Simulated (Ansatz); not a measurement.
Where the default PAW files enter, the runs use the earlier of Ansatz's two default sets.

Consider the following.

```
ZrO2
1.0
    3.59928     0.00000     0.00000
   -1.79964     3.11707     0.00000
    1.79964     1.03902     2.93880
Zr O
1 2
Direct
  0.00000   0.00000   0.00000
  0.50000   0.75000   0.75000
  0.50000   0.25000   0.25000
```

Space group of this cell: Fm-3m, fluorite. The cell is taken as given.

Method: r2SCAN (plane waves, PAW; Ansatz, a first-principles code).

The current runs along the normal of the first two printed vectors; no spin-orbit coupling. Scaled by the factor s: all lengths (ions clamped). Meshes 12×12×12 and 12×12 across the current in all rows.

| s | mean pressure (GPa) | band gap (eV) |
|---|---|---|
| 0.98 | 17.4 | ? |
| 1.00 | -0.2 | 3.88 |
| 1.02 | -13.6 | 3.69 |

### Question
Take the slope of the band gap against ln s from the two given rows, extrapolate to s = 0.98, and say what the run there gives.

### Answer
Slope = (3.69 − 3.88) / ln 1.02 = -9.59 eV. The line gives 3.88 + (-9.59) × ln 0.98 = 4.07 eV. The run gives 4.07 eV, as the line does.
